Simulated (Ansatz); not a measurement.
**HfO2: pressure series**

Base system: HfO2 (space group Pca2_1, No. 29; a = 5.2941 Å, b = 5.0690 Å, c = 5.1014 Å).

Cell and atoms are relaxed at each pressure.

Method: plane-wave PAW DFT at the PBE level (Ansatz, an electronic-structure program, 420 eV), scalar-relativistic without spin-orbit coupling.

| case | shortest interatomic distance | smallest direct gap | density |
|---|---|---|---|
| base | 3.864 bohr | 4.59 eV | 10.21 g/cm³ |
| pressure −2 GPa | … | 4.58 eV | … |
| pressure −1 GPa | 3.868 bohr | 4.59 eV | 10.16 g/cm³ |
| pressure 0.3 GPa | 3.863 bohr | 4.59 eV | 10.23 g/cm³ |
| pressure 1.5 GPa | 3.859 bohr | 4.60 eV | 10.29 g/cm³ |
| pressure 3 GPa | 3.853 bohr | 4.61 eV | 10.36 g/cm³ |
| pressure 5 GPa | 3.846 bohr | 4.62 eV | 10.46 g/cm³ |

### Question
What belongs in the blanks?

### Answer

- pressure −2 GPa, shortest interatomic distance: 3.872 bohr
- pressure −2 GPa, density: 10.10 g/cm³

With Hf present, leaving out spin-orbit coupling can change the band edges. Load acts through the strain it causes; cell and atoms are relaxed under it. Stability against distortions was not tested. Competing high-pressure phases were not computed. This is not the structure that HfO2 has at room temperature and ambient pressure.
